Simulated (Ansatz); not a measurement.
The starting structures come from a database of crystals and need not be the phases stable at ambient conditions.

**Evanescent states of BiBrO (P4/nmm, 6 atoms a cell, 21.0 Å³ an atom) along the normal of (110)**

All values below come from r2SCAN (plane waves, PAW; Ansatz, an electronic-structure program).

The gap is the functional's own, uncorrected, and κ follows it; spin-orbit coupling is left out. Mid-gap means the computed energy nearest the middle.

Energies count from the valence-band top; κ is the least over a 6×4 mesh across the current.

```csv
E (eV),κ (1/Å),where
0.07,0.118,off Γ
0.20,0.151,Γ
0.33,0.175,Γ
0.46,0.194,Γ
0.58,0.210,Γ
0.71,0.224,Γ
0.84,0.235,Γ
0.97,0.245,Γ
1.10,0.248,off Γ
1.24,0.243,off Γ
1.36,0.238,off Γ
1.50,0.231,off Γ
1.62,0.223,off Γ
1.75,0.213,off Γ
1.89,0.199,off Γ
2.02,0.182,off Γ
2.15,0.162,off Γ
2.27,0.137,off Γ
2.40,0.102,off Γ
2.54,0.041,off Γ
```

### Question
How thick must the barrier be to attenuate the transmission by 10^8 when the electrodes' Fermi level lies at 0.84 eV, and what attenuation does that film give at 1.62 eV?

### Answer
d = 8 ln 10 / (2 × 0.235) = 39.2 Å. At 1.62 eV it gives 8 × 0.223/0.235 = 7.6 decades.
